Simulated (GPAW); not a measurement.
## Input and output of a self-consistent single point for NbPd2 (Immm, 3 atoms in the cell) (GPAW)

Method: PBEsol, GPAW PAW datasets PBEsol (made by gpaw-setup) (plane waves; GPAW 25.7.0).

Input as run:

```python
from ase import Atoms
from ase.units import GPa
from gpaw import GPAW, PW

atoms = Atoms(['Nb', 'Pd', 'Pd'],
              cell=[[-1.428389, 1.987279, 4.252541],
                    [1.428389, -1.987279, 4.252541],
                    [1.428389, 1.987279, -4.252541]],
              scaled_positions=[[0.000000, 0.000000, 0.000000],
                                [0.666580, 0.666580, 0.000000],
                                [0.333420, 0.333420, 0.000000]],
              pbc=True)

calc = GPAW(mode=PW(550),
            xc='PBEsol',
            kpts=(9, 9, 9),
            occupations={'name': 'methfessel-paxton', 'width': 0.05, 'order': 0},
            nbands=-7,
            symmetry={'symmorphic': False, 'tolerance': 0.0005},
            maxiter=120,
            txt='-')

atoms.calc = calc

energy = atoms.get_potential_energy()
print('Energy (eV):', round(energy, 6))
forces = atoms.get_forces()
print('Forces (eV/Ang):')
print(forces.round(5))
stress = atoms.get_stress()
print('Stress (GPa, Voigt):', (stress / GPa).round(4))
```

Output (repeated stretches shortened):

```
Input parameters:
  kpts: [9 9 9]
  maxiter: 120
  mode: {ecut: 550.0,
         name: pw}
  nbands: -7
  occupations: {name: methfessel-paxton,
                order: 0,
                width: 0.05}
  symmetry: {symmorphic: False,
             tolerance: 0.0005}
  xc: PBEsol

species:
  Nb:
    name: Niobium
    Z: 41.0
    valence: 13
    core: 28
    charge: 0.0
    file: Nb.PBEsol.gz

    # Using partial waves for Nb as LCAO basis

  Pd:
    name: Palladium
    Z: 46.0
    valence: 16
    core: 30
    charge: 0.0
    file: Pd.PBEsol.gz

    # Using partial waves for Pd as LCAO basis

Reference energy: -378169.812369  # eV

Spin-paired calculation

Convergence criteria:
 Maximum [total energy] change in last 3 cyles: 0.0005 eV / valence electron
 Maximum integral of absolute [dens]ity change: 0.0001 electrons / valence electron
 Maximum integral of absolute [eigenst]ate change: 4e-08 eV^2 / valence electron
 Maximum number of scf [iter]ations: 120

Symmetries present (total): 8
Symmetries with fractional translations: 0
729 k-points: 9 x 9 x 9 Monkhorst-Pack grid
125 k-points in the irreducible part of the Brillouin zone
       k-points in crystal coordinates                weights
   0:     0.00000000    0.00000000    0.00000000          1/729
   1:     0.11111111   -0.11111111   -0.11111111          2/729
   2:     0.11111111   -0.11111111    0.00000000          4/729
   [... 7 lines left out ...]
          ...
 124:     0.44444444    0.44444444    0.44444444          8/729

Wave functions: Plane wave expansion
  Cutoff energy: 550.000 eV
  Number of coefficients (min, max): 1398, 1434
  Pulay-stress correction: 0.000000 eV/Ang^3 (de/decut=0.000000)

Occupation numbers: Methfessel-Paxton:
  width: 0.0500  # eV
  order: 0

Eigensolver

Densities:
  Coarse grid: 27*27*27 grid
  Fine grid: 54*54*54 grid
  Total Charge: 0.000000

Density mixing:
  Method: separate
  Backend: pulay
  Linear mixing parameter: 0.05
  old densities: 5
  Damping of long wavelength oscillations: 50

Hamiltonian:
  XC and Coulomb potentials evaluated on a 54*54*54 grid
  External potential:
    NoExternalPotential

XC parameters: PBEsol with 2 nearest neighbor stencil

Number of atoms: 3
Number of atomic orbitals: 37
Number of bands in calculation: 29
Number of valence electrons: 45
Bands to converge: occupied

Density initialized from atomic densities
  29 bands from LCAO basis set

Atomic positions and initial magnetic moments

Positions:
   0 Nb     0.000000    0.000000    0.000000    ( 0.0000,  0.0000,  0.0000)
   1 Pd     0.000000    0.000000    5.669318    ( 0.0000,  0.0000,  0.0000)
   2 Pd     0.000000   -0.000000    2.835764    ( 0.0000,  0.0000,  0.0000)

Unit cell:
           periodic     x           y           z      points  spacing
  1. axis:    yes   -1.428389    1.987279    4.252541    27     0.1334
  2. axis:    yes    1.428389   -1.987279    4.252541    27     0.1003
  3. axis:    yes    1.428389    1.987279   -4.252541    27     0.0859

  Lengths:   4.906493   4.906493   4.906493
  Angles:  146.149699 132.213936  59.841320

Effective grid spacing dv^(1/3) = 0.1349

     iter     time        total  log10-change:
                         energy   eigst   dens
iter:   1 --:--:--   -26.796879
iter:   2 --:--:--   -24.633594   -1.09  -1.08
iter:   3 --:--:--   -22.768971   -0.97  -1.16
iter:   4 --:--:--   -21.869912   -1.12  -1.32
iter:   5 --:--:--   -21.636819   -1.31  -1.56
iter:   6 --:--:--   -21.606046   -2.33  -1.92
iter:   7 --:--:--   -21.575318   -2.63  -2.11
iter:   8 --:--:--   -21.576806   -3.37  -2.61
iter:   9 --:--:--   -21.572528c  -3.19  -2.70
iter:  10 --:--:--   -21.572322c  -4.05  -3.15
iter:  11 --:--:--   -21.572322c  -4.93  -3.33
iter:  12 --:--:--   -21.572360c  -4.68  -3.35
iter:  13 --:--:--   -21.572330c  -5.12  -3.48
iter:  14 --:--:--   -21.572348c  -5.31  -3.62
iter:  15 --:--:--   -21.572333c  -5.98  -3.70
iter:  16 --:--:--   -21.572320c  -5.84  -3.71
iter:  17 --:--:--   -21.572317c  -6.63  -3.86
iter:  18 --:--:--   -21.572317c  -6.18  -4.13c
iter:  19 --:--:--   -21.572316c  -6.80  -4.50c
iter:  20 --:--:--   -21.572316c  -7.87c -4.61c

Converged after 20 iterations.

Dipole moment: (-0.000000, -0.000000, 0.000000) |e|*Ang

Energy contributions relative to reference atoms: (reference = -378169.812369)

Kinetic:        -24.917154
Potential:       +7.416891
External:        +0.000000
XC:              -3.789499
Entropy (-ST):   -0.002152
Local:           -0.281478
SIC:             +0.000000
--------------------------
Free energy:    -21.573392
Extrapolated:   -21.572316

Showing only first 2 kpts
 Kpt  Band  Eigenvalues  Occupancy
  0    20      8.50378    2.00000
  0    21      9.08869    2.00000
  0    22      9.53413    2.00000
  0    23     10.12824    2.00000

  1    20      8.28760    2.00000
  1    21      9.67726    2.00000
  1    22     11.03758    0.00000
  1    23     11.20511    0.00000

Fermi level: 10.34034

No gap
No difference between direct/indirect transitions
Energy (eV): -21.572316

Forces in eV/Ang:
  0 Nb    0.00000    0.00000   -0.00000
  1 Pd    0.00000    0.00000   -0.11816
  2 Pd    0.00000    0.00000    0.11816

Stress tensor:
     0.060200     0.000000     0.000000
     0.000000     0.068837     0.000000
     0.000000     0.000000     0.069078
Stress (GPa, Voigt): [ 9.6451 11.029  11.0676  0.      0.      0.    ]
```

The run converged in 20 iterations. GPAW prints stress with tension positive.

The starting cell comes from a database of computed structures (which also holds hypothetical and non-ambient phases and stackings), without a prior relaxation at this level. Its lattice was rescaled by a random factor within 2.5 % of one. Spin polarisation is off. With a pressure of about -11 GPa the cell is away from its equilibrium volume at this level.

Cost on one core of a shared machine: roughly 8 min.
